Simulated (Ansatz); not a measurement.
For AlPt (Pm-3m, No. 221, 2 atoms in the cell; start mp-10903), PBEsol (plane waves, PAW; Ansatz, an electronic-structure program) gives:

- equilibrium lattice constant a = 3.060 Å
- bulk modulus B0 = 202 GPa
- formation enthalpy = -0.932 eV/atom

What does r²SCAN in Ansatz (PAW) give for the same quantities?


- lattice constant a: 3.066 Å (grows by 0.2 %)
- bulk modulus: 204 GPa (hardly moves)
- formation enthalpy: -0.984 eV/atom (moves by -0.052 eV/atom)

Changes are worked out from the printed values.

Unless a cell is named, each level is at its own relaxed cell (PBEsol 14.33, r²SCAN 14.41 Å³/atom).

Levels without +SOC leave out spin–orbit coupling, which shifts energies and cells of such heavy elements.

The crystal itself was run without spin with PBEsol, r²SCAN; a magnetic state was not tried in these runs.

Caveats: the bulk modulus is −V dP/dV from two relaxed cells at ±2 % in volume (PBEsol, r²SCAN); the relaxation could not lower the start's symmetry, so the cell can be a saddle point above a distorted one (PBEsol, r²SCAN). Ansatz's density-functional and Hartree–Fock values are scalar-relativistic unless marked +SOC, with PAW data made under PBE.

A start named mp-… is a Materials Project structure, which need not be a measured phase.
